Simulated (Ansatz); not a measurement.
Take InSb in the zinc blende structure (space group F-43m, No. 216; a = 6.635 Å) as the base. Axes: x, y, z lie along the cube axes.

Level of theory: PBE in Ansatz (plane waves to 420 eV, PAW, no spin-orbit coupling).

The change: the cell is scaled by 0.9700 in all directions; the atoms relax in the strained cell.

### Question
Predict the stress tensor and what it implies for the stiffness.

### Answer
Stress of the strained cell less that of the base (GPa, compression positive):
```
    4.2     0.0     0.0
    0.0     4.2     0.0
    0.0     0.0     4.2
```

Then B = −ΔP/(ΔV/V₀) with ΔV/V₀ = -0.0873 gives secant stiffness values (nonlinear terms included at this strain): B ≈ 48 GPa.

As a check, the harmonic strain energy −½ V₀ Δσ:ε is 43 meV/atom; the computed energy rise is 38 meV/atom.

No phonon test of stability was made. The final runs are not spin-polarised.

Ansatz is a program for electronic structure.
